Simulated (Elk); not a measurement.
Band structure of Ta2Si (I4/mcm, 6 atoms in the cell).

```
Ta2Si
1.0
   -3.08777     3.08777     2.52364
    3.08777    -3.08777     2.52364
    3.08777     3.08777    -2.52364
Ta Si
4 2
Direct
  0.66359   0.83641   0.50000
  0.33641   0.16359   0.50000
  0.83641   0.33641   0.17282
  0.16359   0.66359   0.82718
  0.25000   0.25000   0.00000
  0.75000   0.75000   0.00000
```

Method of the run: LDA (PW92), all-electron FP-LAPW, Elk's shipped species files, default APW+lo basis (Elk 10.2.4).

Settings: stype = 0; swidth = 0.00367493 Ha; ngridk = 7 7 7; maxscl = 100.

The starting cell comes from a database of computed structures (which also holds hypothetical and non-ambient phases and stackings), without a prior relaxation at this level. Spin-orbit coupling is off. Spin polarisation is off. Values depend on the basis (sphere radii, cutoffs, local orbitals), which need not be converged.

Levels in eV from the Fermi level, bands 55 to 62:
```tsv
point	55	56	57	58	59	60	61	62
Γ	-2.42	-1.98	0.17	0.24	0.92	1.28	1.28	1.61
X	-1.88	-1.43	-0.18	0.02	0.10	0.67	1.32	1.81
M	-1.03	-1.01	-1.01	-0.98	-0.23	0.24	0.73	0.73
Z	-1.09	-0.95	-0.95	-0.68	-0.22	0.42	0.42	0.94
P	-1.89	-1.89	-1.08	-1.08	0.76	0.76	1.84	1.84
N	-1.94	-1.94	-1.02	-1.02	0.70	0.70	1.90	1.90
Z1	-1.09	-0.95	-0.95	-0.68	-0.22	0.42	0.42	0.94
```

Bands cross the Fermi level along this path, so the cell is metallic at this level.
